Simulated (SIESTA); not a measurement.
Band structure of As (R-3m, 2 atoms in the cell).

```xyz
2
Lattice="1.8774 1.0839 3.7043 -1.8774 1.0839 3.7043 0.0000 -2.1678 3.7043" Properties=species:S:1:pos:R:3 pbc="T T T"
As     0.0000     0.0000     2.4941
As     0.0000     0.0000     8.6189
```

Method: SIESTA with GGA PBE, numerical atomic orbitals TZP, PseudoDojo PBE standard norm-conserving potentials (rewritten from UPF to PSML).

Settings: XC.functional = GGA; XC.authors = PBE; potentials = PseudoDojo PBE standard; PAO.BasisSize = TZP; PAO.EnergyShift = 0.005 Ry; MeshCutoff = 350 Ry; kgrid.MonkhorstPack = 11 11 11; OccupationFunction = FD; ElectronicTemperature = 1160.45 K; MaxSCFIterations = 150; SCF.Mixer.Method = Pulay; SCF.Mixer.Weight = 0.25; SCF.Mixer.History = 6; SCF.DM.Tolerance = 1.0E-04.

The starting cell comes from a database of computed structures (which also holds hypothetical and non-ambient phases and stackings), without a prior relaxation at this level. Values carry the incompleteness of an atom-centred basis.

Levels in eV from the Fermi level, bands 12 to 17:
| point | 12 | 13 | 14 | 15 | 16 | 17 |
|---|---|---|---|---|---|---|
| Γ | -6.41 | -2.80 | -2.05 | -2.05 | 1.36 | 2.65 |
| L | -11.12 | -3.23 | -3.02 | -0.69 | -0.36 | 0.44 |
| B1 | -10.81 | -5.91 | -5.17 | -1.76 | 1.21 | 4.92 |
| B | -10.81 | -5.91 | -5.17 | -1.76 | 1.21 | 4.92 |
| Z | -9.83 | -1.75 | -1.75 | -0.79 | 0.99 | 0.99 |
| X | -11.10 | -6.12 | -3.60 | -3.55 | 2.66 | 3.10 |
| Q | -11.10 | -6.12 | -3.60 | -3.55 | 2.66 | 3.10 |
| F | -10.09 | -5.81 | -4.20 | -4.11 | 1.76 | 4.89 |
| P1 | -10.30 | -5.99 | -3.78 | -3.07 | 2.03 | 3.73 |
| P | -10.30 | -5.99 | -3.78 | -3.07 | 2.03 | 3.73 |

Bands cross the Fermi level along this path, so the cell is metallic at this level.

Higher empty bands are left out: an atom-centred basis made for the valence describes them poorly.
